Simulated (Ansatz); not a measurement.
Base system: BiB in the zinc blende structure (space group F-43m, No. 216; a = 5.4556 Å; a hypothetical phase, not in the database extracts checked).

Levels (all Ansatz, a quantum-chemistry and plane-wave program, PAW): PBEsol (420 eV, no SOC); HSE06 (420 eV, no SOC).

The geometry is relaxed with PBEsol.

| Item | Value |
|---|---|
| PBEsol band gap | 0.45 eV |

### Question
What does HSE06 give at this geometry for the band gap?

### Answer
The band gap increases by 0.56 eV to 1.01 eV.

Single points use the geometry relaxed with PBEsol. Spin-orbit coupling, missing from the scalar runs, can matter with Bi. Whether these cells are dynamically stable was not tested.
